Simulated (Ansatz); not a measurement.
Band structure of Tc2N (P6_3/mmc, 6 atoms in the cell).

```yaml
crystal:
  lattice:
    - [2.82470, 0.00000, 0.00000]
    - [-1.41235, 2.44626, 0.00000]
    - [0.00000, 0.00000, 9.68079]
  atoms:
    - { symbol: Tc, position: [0.33333, 0.66667, 0.39245] }
    - { symbol: Tc, position: [0.66667, 0.33333, 0.60755] }
    - { symbol: Tc, position: [0.66667, 0.33333, 0.89245] }
    - { symbol: Tc, position: [0.33333, 0.66667, 0.10755] }
    - { symbol: N, position: [0.33333, 0.66667, 0.75000] }
    - { symbol: N, position: [0.66667, 0.33333, 0.25000] }
```

Method: LDA (PW92), PAW files (plane waves; Ansatz, a program for electronic structure).

Settings: kpoints.mp_grid.grid = 11 11 3; hamiltonian.xc = lda; hamiltonian.pseudopotentials = {kind: paw} (the program's default PAW files); scf.occupations.method = gaussian; scf.occupations.width = 0.1 eV; kpoints.band_path.npoints = 8.

The starting cell comes from a database of computed structures (which also holds hypothetical and non-ambient phases and stackings), without a prior relaxation at this level. Spin polarisation is off.

Levels in eV from the Fermi level, bands 32 to 39:
```
point     32     33     34     35     36     37     38     39
-----  -----  -----  -----  -----  -----  -----  -----  -----
Γ      -2.40  -2.40  -1.96  -1.44  -0.65  -0.65  -0.41  -0.41
M      -1.60  -0.69   0.23   0.87   1.39   1.53   1.65   1.76
K      -1.64  -1.50   0.32   0.43   0.43   0.46   1.18   1.18
A      -2.61  -1.93  -1.93  -1.93  -1.93  -0.79  -0.79   0.75
L      -1.26  -1.18  -1.18   1.27   1.27   1.75   1.75   1.87
H      -2.02  -1.18  -1.18   0.52   0.52   1.13   1.13   1.44
```

Bands cross the Fermi level along this path, so the cell is metallic at this level.

Keys are those of Ansatz 0.2.
